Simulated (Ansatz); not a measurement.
A user runs Ansatz (a quantum-chemistry and plane-wave program) on NiF4 (I4/mcm, 10 atoms in the cell) and asks whether the run is sound. The aim is a self-consistent single point with DFT, PBEsol, plane waves, default PAW files made with PBE.

Input as run:

Ansatz 0.2 input:
```yaml
# NiF4
crystal:
  lattice:
    - [-2.73828500, 2.73828500, 5.04655500]
    - [2.73828500, -2.73828500, 5.04655500]
    - [2.73828500, 2.73828500, -5.04655500]
  atoms:
    - { symbol: Ni, position: [0.50000000, 0.00000000, 0.50000000], spin: 2.0 }
    - { symbol: Ni, position: [0.00000000, 0.50000000, 0.50000000], spin: 2.0 }
    - { symbol: F, position: [0.45608000, 0.95608000, 0.17236000] }
    - { symbol: F, position: [0.54392000, 0.04392000, 0.82764000] }
    - { symbol: F, position: [0.95608000, 0.78372000, 0.50000000] }
    - { symbol: F, position: [0.04392000, 0.21628000, 0.50000000] }
    - { symbol: F, position: [0.78372000, 0.28372000, 0.82764000] }
    - { symbol: F, position: [0.21628000, 0.71628000, 0.17236000] }
    - { symbol: F, position: [0.28372000, 0.45608000, 0.50000000] }
    - { symbol: F, position: [0.71628000, 0.54392000, 0.50000000] }
basis:
  ecutwfc: 50
kpoints:
  mp_grid:
    grid: [4, 4, 4]
hamiltonian:
  xc: pbesol
  pseudopotentials:
    kind: paw
magnetization:
  spin_polarized: true
scf:
  occupations:
    method: fermi_dirac
    width: 0.05 eV
output:
  forces: true
  eigenvalues: true
  stress: true
```

The program printed (abridged):

```
WARN basis.ecutwfc = 50 eV is below the records' recommended cutoff, and the density's cutoff is lower with it unless basis.ecutrho_ratio is high enough to …
   [... lines left out ...]
Bands: 58, of which v1, the nominal top of the filled ones, is band 46 counted from 1 (45 counted from 0)
Symmetry: 16 space group operations
Space group: I4/mcm (ITA 140), of the structure as read, at distance tolerance 5.3e-5 Å
Magnetic group: BNS 140.541 (UNI 1201), of the structure as read, at distance tolerance 5.3e-5 Å
k-points: 13 of 64
PAW frozen core: Ni, regenerated for the run's functional, and the local potential with it
PAW frozen core: F, regenerated for the run's functional, and the local potential with it
Initial density: superposition of atomic densities (chi_scale 0.1, normalization cell, long waves kept (reshape's long-wave potential 0.47 eV rms))
Starting moments: Σ|m| = 4 μB on 2 of 10 sites
Initial wavefunctions: pseudopotential atomic-orbital guess
Eigensolver: davidson
Functional: x = pbesol(κ = 0.804, μ = 0.12345679012345678), c = pbesol(β = 0.046)
SCF iter   1: F=—  HF=-15638.601635 eV  |F-HF|=—  |Δ(HF+E_count)|=         —  Δρ=9.64e-1 (↑9.64e-1 ↓8.01e-1)  dr2=3.41e3  dr2_m=1.50e1  M=0.166 μB ∫|m|=0.188 μB  β_m=0.30  ethr=3.10e-3  ⟨swp⟩=1.0  Hψ=3176  notcnv=0
Mixer restart at iter 1: flushing history
all-band conjugate gradients solve this SCF's bands
preconditioner: auto → none
   [... lines left out ...]
SCF iter  18: F=—  HF=-12816.521597 eV  |F-HF|=—  |Δ(HF+E_count)|=   7.62e-8  Δρ=3.48e-7 (↑3.48e-7 ↓3.10e-7)  dr2=4.11e-11  dr2_m=1.38e-10  M=-0.000 μB ∫|m|=0.000 μB  β_m=0.95  ethr=1.72e-9  ⟨swp⟩=2.0  Hψ=2195  notcnv=0  defer=78
SCF iter  19: F=-12816.521597 eV  HF=-12816.521597 eV  |F-HF|=2.36e-11  |Δ(HF+E_count)|=   2.18e-9  Δρ=1.13e-7 (↑1.06e-7 ↓1.13e-7)  dr2=1.24e-11  dr2_m=1.46e-11  M=-0.000 μB ∫|m|=0.000 μB  ethr=1.00e-12  ⟨swp⟩=12.0  Hψ=6456  notcnv=0
SCF 1 converged in 19 iterations: F = -12816.521597 eV  dr2 = 1.24e-11
WARN: the starting moments were not kept: the SCF closed with an absolute magnetisation of 1.2e-5 μB, where they sum to 4 μB in size (2 sites) …
   [... lines left out ...]
Absolute magnetization: 0.0000 μB (∫|ρ↑−ρ↓|, with the PAW one-centre terms)
Free energy (F): -12816.521597 eV
Fermi energy:    21.040994 eV
   [... lines left out ...]
--- Stress (GPa, compression-positive) ---
    -3261.468107       0.000000       0.000000
        0.000000   -3261.468107       0.000000
        0.000000      -0.000000   -2652.450726
  P = ⅓ Tr σ = -3058.4623 GPa (-30584.623 kbar)
  The stress holds no Pulay correction (an occupied level lies too near the plane-wave cutoff): it is that at fixed plane waves, as pw.x and ABINIT print it
```

Task: Is anything amiss in this input, and did it matter?

Result: The run is not sound. The fault is this: a cutoff meant in Ry typed as a bare number, read as eV. A bare number is read in the key's own unit, and eV, Ry (13.6 eV) and Ha (27.2 eV) lie far apart, so the setting ends up far from the one that was meant. To fix it, convert the value to the unit that the key expects. The run converged in 19 iterations without an error; against the sound input the free energy goes up by 519 eV/atom, the pressure goes from -4.84 to -3058 GPa, the largest force goes from 0.958 to 169.9 eV/Å and the size of the net moment goes from 0.40 to 0.00 μB/atom.

An input that runs soundly differs in these lines (not the only fix; some lines may just follow from the change or write a value another way):
```diff
-basis:
-  ecutwfc: 50
```

With that input, the run converged in 14 iterations: free energy E − TS (on the zero of these files) -18002.3291 eV; Fermi level (on the code's own zero) -0.53 eV; pressure -4.84 GPa; largest force (vector length) 0.958 eV/Å; size of the cell's spin moment 4.00 μB (DFT, PBEsol, plane waves, default PAW files made with PBE).

On the sound input: the starting cell comes from a database of computed structures (which also holds hypothetical and non-ambient phases and stackings), without a prior relaxation at this level. The magnetic order is the one reached from the typed start; others were not searched systematically. With a pressure of about -5 GPa the cell is away from its equilibrium volume at this level. Ansatz's pressure includes its estimate of the finite-basis (Pulay) stress. Without the estimate this run gives -5.59 GPa.
